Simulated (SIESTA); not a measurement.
SIESTA is run on CuTeSBr (P2_1/c, 16 atoms in the cell), and the run fails. The aim is a self-consistent single point with DFT, GGA PBEsol, numerical atomic orbitals DZP, PseudoDojo PBEsol standard norm-conserving potentials (rewritten from UPF to PSML).

Cell that was meant: a = 8.0107 Å, b = 4.9130 Å, c = 12.4285 Å, α = 90.00°, β = 116.03°, γ = 90.00°.

Part of the input:

```
# files in the folder: Cu.psml Te.psml S.psml Br.psml (PseudoDojo PBEsol standard)
SystemName  siesta
SystemLabel siesta

NumberOfAtoms                16
[...]
  3 16 S
  4 35 Br
%endblock ChemicalSpeciesLabel
LatticeConstant              1.0 Ang
%block LatticeVectors
    15.138085758    0.000000000    0.000000000
     0.000000000    9.284262245    0.000000000
```

Log, with long lists cut:

```
        iscf     Eharris(eV)        E_KS(eV)     FreeEng(eV)     dDmax    Ef(eV) dHmax(eV)
   scf:    1   -31794.662468   -33877.867751   -33877.960816  4.431521 -0.332493148.300087
   scf:    2   -33281.440809   -34569.731545   -34569.731613  4.357915 -4.460167 79.726265
   scf:    3   -34968.225621   -34845.315398   -34845.315398  1.105894 -5.610756 40.482258
   scf:    4   -34888.863813   -34870.155049   -34870.155049  0.235287 -5.320867 29.849623
   scf:    5   -34879.416322   -34883.586378   -34883.628921  0.537407 -5.131215 20.956899
   [... 141 lines left out ...]
   scf:  147   -34898.814058   -34898.814112   -34898.853784  0.000513 -5.133738  0.003814
   scf:  148   -34898.814184   -34898.814150   -34898.853783  0.000318 -5.133734  0.005223
   scf:  149   -34898.814055   -34898.814108   -34898.853782  0.000453 -5.133738  0.006791
   scf:  150   -34898.814169   -34898.814142   -34898.853785  0.000456 -5.133735  0.003404
SCF_NOT_CONV: SCF did not converge in maximum number of steps (required).
SCF_NOT_CONV: SCF did not converge in maximum number of steps (required).
Geom step, scf iteration, dDmax, dHmax:    0   150      0.000456     0.000250
Geom step, scf iteration, dDmax, dHmax:    0   150      0.000456     0.000250

ABNORMAL_TERMINATION
ABNORMAL_TERMINATION
Stopping Program from Node:    0
Stopping Program from Node:    0
```

Question: What is wrong, and how is it fixed?

Answer: The fault is cell lengths in the wrong unit (bohr against Å). 1 bohr is 0.529 Å, so a mix-up scales every length by 1.89 or 0.529 and the volume by 6.75 or 0.148. To fix it, give the lengths in the unit that the key or card expects. The run ended unconverged after 150 iterations.

An input that runs soundly differs in these lines (not the only fix; some lines may just follow from the change or write a value another way):
```diff
-SystemName  siesta
+SystemName  CuTeSBr
-LatticeConstant              1.0 Ang
+LatticeConstant              1.0 Bohr
```

With that input, the run converged in 16 iterations: free energy E − TS -34911.0826 eV; top of the valence band (on the code's own zero) -4.69 eV; gap on the k-point mesh 1.26 eV; pressure -0.81 GPa; largest force (vector length) 0.651 eV/Å (DFT, GGA PBEsol, numerical atomic orbitals DZP, PseudoDojo PBEsol standard norm-conserving potentials (rewritten from UPF to PSML)).

On the sound input: the starting cell comes from a database of computed structures (which also holds hypothetical and non-ambient phases and stackings), without a prior relaxation at this level. Spin-orbit coupling is off. Values carry the incompleteness of an atom-centred basis.
